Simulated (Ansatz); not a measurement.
**fcc Al (1 1 0) on silicon (1 1 0) (film strained to the substrate, faces as cut)**

A periodic stack without vacuum, fcc Al (1 1 0) on silicon (1 1 0) (film strained to the substrate, faces as cut): substrate slab Si16, film Al16, surface cells [[0, -1], [1, -1]] and [[1, 0], [1, 2]], film strained by -4.3 and -4.3 %, faces Si/Si and Al/Al as cut (like faces can put a slab off its formula).

The start was prepared with a machine-learned potential, and the result is one local minimum, with the in-plane cell held and forces under 0.04 eV/Å; the film can end far from its bulk form.

Level of theory: PBE (plane waves to 420 eV, PAW; Ansatz, an electronic-structure program). No spin–orbit coupling; the runs are not spin-polarised; PBE gaps are too small against experiment. Its k-point mesh 10×6×1, Fermi–Dirac width 0.05 eV.

* **interface area**: 21.2 Å²
* **period**: 28.46 Å
* **gaps between the outermost planes at the two interfaces**: 1.74 and 2.25 Å
* **Al–Si contacts across the interfaces within 1.22 times the sum of covalent radii**: 5, mean 2.61 Å
* **hole barrier (PBE, at the middle of a substrate layer that carries a field)**: 0.17 eV
* **electron barrier (PBE, at the middle of a substrate layer that carries a field)**: 0.44 eV
* **slope of the mean potential energy in the substrate**: -1.9 MV/cm × e

```
CELL_PARAMETERS angstrom
      3.86787     0.00000    -0.00172
      3.86787     5.47000    -0.00716
      1.92118     2.70652    28.45331
ATOMIC_POSITIONS crystal
  Si 0.24884 0.44613 0.11098
  Si 0.50091 0.69258 0.11089
  Si 0.25374 0.97594 0.04343
  Si 0.49637 0.23011 0.04337
  Si 0.24965 0.37698 0.24644
  Si 0.49997 0.62667 0.24632
  Si 0.24925 0.91123 0.17854
  Si 0.50022 0.16021 0.17850
  Si 0.24885 0.30974 0.38225
  Si 0.49978 0.55867 0.38203
  Si 0.24927 0.84341 0.31427
  Si 0.49975 0.09285 0.31432
  Si 0.26170 0.23207 0.51933
  Si 0.49004 0.50303 0.51910
  Si 0.24775 0.77678 0.44978
  Si 0.49862 0.02543 0.45005
  Al 0.64526 0.04346 0.64424
  Al 0.10607 0.55936 0.64432
  Al 0.87663 0.32297 0.59988
  Al 0.37416 0.83301 0.58056
  Al 0.12798 0.49809 0.75270
  Al 0.62276 0.99803 0.75272
  Al 0.37567 0.77399 0.70038
  Al 0.87573 0.27372 0.70052
  Al 0.62745 0.94649 0.85669
  Al 0.12288 0.44710 0.85673
  Al 0.87528 0.22230 0.80500
  Al 0.37548 0.72243 0.80464
  Al 0.14357 0.39977 0.96423
  Al 0.60617 0.88808 0.96422
  Al 0.37495 0.66999 0.91110
  Al 0.87525 0.16971 0.91185
```
